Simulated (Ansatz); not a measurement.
## ZnCu2SnS4 under a change: biaxial strain −3.00 %, plane normal [001], relaxed out of plane

Start from ZnCu2SnS4 (space group I-4, No. 82; a = 5.3175 Å, c = 10.6431 Å). Axes: x, y, z lie along a, b, c of the conventional cell.

It is then changed as follows: compressive biaxial strain of 3.00 % in the plane normal to [001], as in epitaxy on a mismatched substrate; the out-of-plane cell vector and the atoms relax.

Calculations: LDA/PAW in Ansatz (a quantum-chemistry and plane-wave program), no SOC. k-mesh 9×9×9 (Γ-centred); smearing 0.05 eV (Fermi–Dirac).

| quantity | base | changed | shift |
|---|---|---|---|
| volume per atom | 18.81 Å³ | 18.38 Å³ | -0.43 Å³ |
| space group | I-4 (No. 82) | I-4 (No. 82) | – |
| shortest interatomic distance | 2.245 Å | 2.229 Å | -0.016 Å |
| energy relative to the base (free energy F) | 0 meV/atom | +10 meV/atom | +10 meV/atom |
| band gap | 0.14 eV | 0.15 eV | +0.01 eV |
| gap character | direct at Γ | direct at Γ | – |
| valence-band top at Γ (three highest levels, from the VBM) | 0.00, -0.04, -0.04 eV | 0.00, 0.00, -0.18 eV | – |
| out-of-plane strain | – | +3.85 % | – |
| ratio −ε⊥/ε∥ | – | 1.28 | – |
| mean in-plane stress (compression positive) | – | +3.0 GPa | – |

Stability against distortions was not tested. All final runs are without spin polarisation. The zero or small gap of ZnCu2SnS4 can change with the level of theory.
